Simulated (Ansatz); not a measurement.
Start from CsSnI$_{3}$ in the cubic perovskite structure (space group Pm-3m, No. 221).

```
CELL_PARAMETERS angstrom
      6.22511     0.00000     0.00000
      0.00000     6.22511     0.00000
      0.00000     0.00000     6.22511
ATOMIC_POSITIONS crystal
  Cs 0.00000 0.00000 0.00000
  Sn 0.50000 0.50000 0.50000
  I  0.00000 0.50000 0.50000
  I  0.50000 0.50000 0.00000
  I  0.50000 0.00000 0.50000
```

Calculations: DFT with r2SCAN, PAW potentials and a 500 eV plane-wave cutoff in Ansatz (a program for electronic structure), scalar-relativistic without spin-orbit coupling, earlier PAW set.

One change was made to it. Results:

```csv
quantity,base,after
density,4.35 g/cm³,4.52 g/cm³
band gap,0.46 eV,0.28 eV
shortest interatomic distance,3.113 Å,3.074 Å
```

### Question
Name the change that was made.
A. pressure 1.5 GPa
B. pressure 0.7 GPa
C. pressure 10 GPa

### Answer
B, pressure 0.7 GPa. For comparison, the band gap in the other runs: pressure 1.5 GPa gives 0.09 eV; pressure 10 GPa gives zero.

The mesh was chosen for an insulator and is coarse for the gapless case. With I present, leaving out spin-orbit coupling can change the band edges. Load acts through the strain it causes; cell and atoms are relaxed under it. Whether these cells are dynamically stable was not tested. No other phases were tried under pressure. All final runs are without spin polarisation. Many cubic perovskites are stable only at high temperature; tilts and polar distortions were not tested. A zero or small gap of CsSnI3 under pressure 0.7 GPa, CsSnI3 under pressure 1.5 GPa and CsSnI3 under pressure 10 GPa can be the functional's error rather than a property of the material.
